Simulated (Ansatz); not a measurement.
Effect of biaxial strain −0.49 %, plane normal [001], relaxed out of plane on ZrSi2

Take ZrSi2 (space group Cmcm, No. 63; a = 3.705 Å, b = 14.795 Å, c = 3.679 Å) as the base. Axes: x, y, z lie along a, b, c of the conventional cell.

One thing is altered: compressive biaxial strain of 0.49 % in the plane normal to [001], as in epitaxy on a mismatched substrate; the out-of-plane cell vector and the atoms relax.

The values are results of PBE, PAW, 420 eV (Ansatz, a quantum-chemistry and plane-wave program; no SOC), earlier PAW set, not measurements. k-mesh 13×13×13 (Γ-centred); smearing 0.05 eV (Fermi–Dirac).

```json
[
 {"quantity": "volume per atom", "base": "16.80 Å³", "changed": "16.69 Å³", "shift": "-0.119 Å³"},
 {"quantity": "space group", "base": "Cmcm (No. 63)", "changed": "Cmcm (No. 63)", "shift": "–"},
 {"quantity": "shortest interatomic distance", "base": "2.420 Å", "changed": "2.421 Å", "shift": "+0.001 Å"},
 {"quantity": "energy relative to the base (free energy F)", "base": "0 meV/atom", "changed": "+0.6 meV/atom", "shift": "+0.6 meV/atom"},
 {"quantity": "band gap", "base": "zero", "changed": "zero", "shift": "–"},
 {"quantity": "out-of-plane strain (rough)", "base": "–", "changed": "+0.27 %", "shift": "–"},
 {"quantity": "mean in-plane stress (compression positive) (rough)", "base": "–", "changed": "+1.2 GPa", "shift": "–"}
]
```

Final structure (turned so that z lies along the plane normal):

```
ZrSi2
1.0
    3.68643     0.00000     0.00000
    1.84321     7.36139     0.00000
    0.00000     0.00000     3.68905
Si Zr
4 2
Direct
  0.94676   0.10648   0.75000
  0.05324   0.89352   0.25000
  0.24998   0.50004   0.75000
  0.75002   0.49996   0.25000
  0.60522   0.78955   0.75000
  0.39478   0.21045   0.25000
```

Cost of the whole job for the changed cell (relaxation, final SCF and bands): around 4 core-minutes (rough).

Without a gap, meshes like the base's 13×13×13 leave anisotropic stresses uncertain by several tenths of a GPa, and small strain energies with them. No phonon test of stability was made. The final runs are not spin-polarised.
